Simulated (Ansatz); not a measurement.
# GePt (model structure, started from the CrB type, Cmcm, No. 63, 4 atoms in the cell): equilibrium volume per atom by level of theory

No measured value is used here.

```json
[
 {"level (code)": "PBE (Ansatz)", "value (Å³/atom)": "16.99"},
 {"level (code)": "PBEsol (Ansatz)", "value (Å³/atom)": "16.23"},
 {"level (code)": "PBE-D3(BJ) (Ansatz)", "value (Å³/atom)": "16.34"}
]
```

Density-functional levels without +SOC have no spin–orbit coupling. Ansatz's density-functional and Hartree–Fock values are scalar-relativistic unless marked +SOC, with PAW data made under PBE.

A model structure was made by putting elements into a prototype or built by hand; it is no filed structure, need not be a known phase, and can be a saddle point held by its symmetry.

Ansatz is a program for electronic structure.
